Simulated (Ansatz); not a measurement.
A computed series for hypothetical diamond Ba: pressure series

Take Ba in the diamond structure (space group Fd-3m, No. 227; a hypothetical phase, not in the database extracts checked) as the base.

```
CELL_PARAMETERS angstrom
      0.00000     3.83725     3.83725
      3.83725     0.00000     3.83725
      3.83725     3.83725     0.00000
ATOMIC_POSITIONS crystal
  Ba 0.25000 0.25000 0.25000
  Ba 0.00000 0.00000 0.00000
```

Cell and atoms are relaxed at each pressure.

Levels (all Ansatz, a first-principles code, PAW): PBE (420 eV, spin-orbit coupling left out); PBEsol (420 eV, spin-orbit coupling left out).

The base cell above is that of PBE; each level relaxes its own structures.

| case | lattice parameter a, PBE | lattice parameter a, PBEsol |
|---|---|---|
| pressure 0.3 GPa | 7.593 Å | 7.354 Å |
| pressure 0.7 GPa | 7.509 Å | 7.299 Å |
| pressure 1.5 GPa | 7.382 Å | 7.210 Å |
| pressure 3 GPa | 7.220 Å | 7.084 Å |
| pressure 5 GPa | 7.071 Å | 6.959 Å |
| pressure 7.5 GPa | 6.934 Å | 6.839 Å |
| pressure 10 GPa | 6.827 Å | 6.743 Å |

PBE lies above PBEsol in every row, by 0.084 Å to 0.240 Å. They put the cases in the same order.

Load acts through the strain it causes; cell and atoms are relaxed under it. Stability against distortions was not tested. No other phases were tried under pressure.
